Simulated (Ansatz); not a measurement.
The starting structures come from a database of crystals and need not be the phases stable at ambient conditions.

 Where the default PAW files enter, the runs use the earlier of Ansatz's two default sets.

## Evanescent states of TaAgO3 (R-3c, not sure to be the ambient phase, 10 atoms a cell, 12.5 Å³ an atom, -7 GPa at this level) along the normal of (101)

Level of theory: r2SCAN (plane waves, PAW; Ansatz, a quantum-chemistry and plane-wave program).

The gap is the functional's own, uncorrected, and κ follows it; spin-orbit coupling is left out. Mid-gap values are interpolated between the computed energies.

Energies count from the valence-band top; κ is the least over a 6×6 mesh across the current.

| E (eV) | κ (1/Å) | where |
|---|---|---|
| 0.06 | 0.136 | off Γ |
| 0.18 | 0.211 | off Γ |
| 0.30 | 0.235 | off Γ |
| 0.42 | 0.252 | off Γ |
| 0.54 | 0.265 | off Γ |
| 0.66 | 0.273 | Γ |
| 0.78 | 0.272 | Γ |
| 0.90 | 0.270 | Γ |
| 1.02 | 0.266 | Γ |
| 1.14 | 0.262 | Γ |
| 1.26 | 0.257 | Γ |
| 1.38 | 0.250 | Γ |
| 1.50 | 0.243 | Γ |
| 1.62 | 0.234 | Γ |
| 1.74 | 0.223 | Γ |
| 1.86 | 0.210 | Γ |
| 1.98 | 0.186 | off Γ |
| 2.10 | 0.151 | off Γ |
| 2.22 | 0.099 | off Γ |

### Question
How thick must the barrier be to attenuate the transmission by 10^4 when the electrodes' Fermi level lies at 1.50 eV, and what attenuation does that film give at 0.42 eV?

### Answer
d = 4 ln 10 / (2 × 0.243) = 19.0 Å. At 0.42 eV it gives 4 × 0.252/0.243 = 4.1 decades.
